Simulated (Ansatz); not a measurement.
# A computed series for MgTe: response to strain

Base system: MgTe in the zinc blende structure (space group F-43m, No. 216; a = 6.438 Å). Axes: x, y, z lie along the cube axes.

Strains are applied to the cell and any free atomic positions relax; under biaxial strain the out-of-plane vector relaxes too; under stress the whole cell relaxes.

Level of theory: PBEsol/PAW in Ansatz (a program for electronic structure), without spin-orbit coupling, earlier PAW set.

Notes on the quantities. pressure: mean of the normal stresses, compression positive.

```tsv
change	band gap	volume per atom	space group	pressure
base	2.35 eV	33.36 Å³	F-43m (No. 216)	0.00 GPa
biaxial strain +0.31 %, plane normal [001], relaxed out of plane	2.33 eV	33.43 Å³	I-4m2 (No. 119)	-0.07 GPa
biaxial strain +1.32 %, plane normal [001], relaxed out of plane	2.26 eV	33.61 Å³	I-4m2 (No. 119)	-0.28 GPa
biaxial strain −2.99 %, plane normal [110], relaxed out of plane	2.25 eV	32.39 Å³	Imm2 (No. 44)	1.04 GPa
biaxial strain −0.80 %, plane normal [110], relaxed out of plane	2.34 eV	33.09 Å³	Imm2 (No. 44)	0.29 GPa
isotropic strain +5.79 %	1.67 eV	39.50 Å³	F-43m (No. 216)	-4.29 GPa
uniaxial strain ε_xx = −1.26 %	2.38 eV	32.94 Å³	I-4m2 (No. 119)	0.47 GPa
uniaxial strain ε_xx = −0.37 %	2.36 eV	33.24 Å³	I-4m2 (No. 119)	0.14 GPa
uniaxial stress, 3 GPa tension along x	1.94 eV	34.04 Å³	I-4m2 (No. 119)	–
tensor shear ε_xy = +2.02 %	2.20 eV	33.35 Å³	Imm2 (No. 44)	-0.01 GPa
```

Spin-orbit coupling, missing from the scalar runs, can matter with Te. Beyond what the load breaks, stability against distortions was not tested.
